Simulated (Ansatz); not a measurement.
The starting structures come from a database of crystals and need not be the phases stable at ambient conditions.

Tunnelling through a barrier is set by its complex band structure: the current falls as exp(−2κd) with the smallest κ.

Input:

```yaml
crystal:
  lattice:
    - [5.45384, 0.00000, 0.00000]
    - [-0.05303, 10.22912, 0.00000]
    - [0.00000, 2.24786, 6.39800]
  atoms:
    - { symbol: Cs, position: [0.50000, 0.50000, 0.50000] }
    - { symbol: Cs, position: [0.00000, 0.50000, 0.00000] }
    - { symbol: Sb, position: [0.03098, 0.16166, 0.68619] }
    - { symbol: Sb, position: [0.96902, 0.83834, 0.31381] }
    - { symbol: Sb, position: [0.46902, 0.83834, 0.84785] }
    - { symbol: Sb, position: [0.53098, 0.16166, 0.15215] }
    - { symbol: F, position: [0.16111, 0.84086, 0.69573] }
    - { symbol: F, position: [0.83889, 0.15914, 0.30427] }
    - { symbol: F, position: [0.33889, 0.15914, 0.53659] }
    - { symbol: F, position: [0.66111, 0.84086, 0.46341] }
    - { symbol: F, position: [0.29638, 0.73792, 0.11119] }
    - { symbol: F, position: [0.70362, 0.26208, 0.88881] }
    - { symbol: F, position: [0.20362, 0.26208, 0.84911] }
    - { symbol: F, position: [0.79638, 0.73792, 0.15089] }
    - { symbol: F, position: [0.50234, 0.64510, 0.84445] }
    - { symbol: F, position: [0.49766, 0.35490, 0.15555] }
    - { symbol: F, position: [0.99766, 0.35490, 0.48955] }
    - { symbol: F, position: [0.00234, 0.64510, 0.51045] }
    - { symbol: F, position: [0.25000, 0.00000, 0.92212] }
    - { symbol: F, position: [0.75000, 0.00000, 0.07788] }
```

Space group of this cell: C2/c. The cell is taken as given; by PBEsol its mean pressure is 1.1 GPa.

Transport runs along the normal of the first two printed cell vectors.

The gap is the functional's own, uncorrected, and κ follows it; spin-orbit coupling is left out. Mid-gap values are interpolated between the computed energies.

### Question
Predict the band gap and the smallest decay constant κ at mid-gap from PBEsol (Ansatz, an electronic-structure program).

### Answer
Gap 4.31 eV on a 6×6×6 mesh; κ = 0.542 1/Å, at the zone centre.
